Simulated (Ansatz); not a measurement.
Take Ag in the fcc (Cu type) structure (space group Fm-3m, No. 225; relaxed with 0.1 eV smearing) as the base.

```
CELL_PARAMETERS angstrom
      0.00000     2.00044     2.00044
      2.00044     0.00000     2.00044
      2.00044     2.00044     0.00000
ATOMIC_POSITIONS crystal
  Ag 0.00000 0.00000 0.00000
```

Cartesian axes are those of the cell as printed.

Computed with DFT with LDA, PAW potentials and a 420 eV plane-wave cutoff in Ansatz (a quantum-chemistry and plane-wave program), spin-orbit coupling left out.

Before the change:

| Item | Value |
|---|---|
| Shortest interatomic distance | 282.9 pm |
| Pressure | 0.0 GPa |

One thing is altered: the cell is stretched by 2.00 % along z with no lateral relaxation, atoms relaxed at fixed cell.

Task: What does the calculation give for the shortest interatomic distance and pressure after the change?

Result: The shortest interatomic distance is still 282.9 pm; the pressure (mean of the normal stresses, compression positive) goes from zero to -2.6 GPa.

The cells carry an imposed strain or load. Whether these cells are dynamically stable was not tested.
